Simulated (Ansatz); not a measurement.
Base system: Sc in the hcp (Mg type) structure (space group P6_3/mmc, No. 194; a = 3.319 Å, c = 5.166 Å).

All numbers come from Ansatz (a first-principles code), PBE, PAW, cutoff 420 eV, without spin-orbit coupling.

One change was made to it. Results:

The lattice parameter a decreases by 7.7 pm to 324.2 pm; the band gap remains zero.

### Question
Which of these changes matches the shifts?
A. pressure 22.5 GPa
B. pressure 2.1 GPa
C. pressure 9 GPa
D. pressure 4.5 GPa
E. pressure 30 GPa

### Answer
D, pressure 4.5 GPa. For comparison, the lattice parameter a in the other runs: pressure 22.5 GPa gives 304.7 pm; pressure 9 GPa gives 318.2 pm; pressure 2.1 GPa gives 328.1 pm; pressure 30 GPa gives 298.3 pm.

Load acts through the strain it causes; cell and atoms are relaxed under it. No phonon test of stability was made. No other phases were tried under pressure. The final runs are not spin-polarised.
